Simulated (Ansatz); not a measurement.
Mo3SnC (model structure, started from the Ni3MgC type, Pm-3m, No. 221, 5 atoms in the cell), treated with LDA (Ansatz, an electronic-structure program, plane waves, PAW).

Settings: plane-wave cutoff 520 eV, 14×14×14 k mesh, Fermi–Dirac smearing 0.05 eV, no spin polarisation, scalar-relativistic PAW data made under PBE.

Cell (relaxed at this level):

Space group Pm-3m (No. 221); a = 4.1475 Å, b = 4.1475 Å, c = 4.1475 Å, α = 90.00°, β = 90.00°, γ = 90.00°

| atom | site | symmetry | x | y | z |
|---|---|---|---|---|---|
| Sn | 1a | m-3m | 0.0000 | 0.0000 | 0.0000 |
| Mo | 3c | 4/mm.m | 0.0000 | 0.5000 | 0.5000 |
| C | 1b | m-3m | 0.5000 | 0.5000 | 0.5000 |

Estimate the bulk modulus B0 that the calculation returns.


bulk modulus B0: 259 GPa

Note: the run has no spin polarisation, so it can have missed a magnetic state; the bulk modulus is −V dP/dV from two relaxed cells at ±2 % in volume; the relaxation could raise the start's symmetry but not lower it, so the cell can be a saddle point.

Spin–orbit coupling is not included; it can open a gap where bands touch, and shift volumes and moduli.

Static lattice: no zero-point or thermal effects.

Computing time: very roughly 110 core-seconds.

A model structure was made by putting elements into a prototype or built by hand; it is no filed structure, need not be a known phase, and can be a saddle point held by its symmetry.
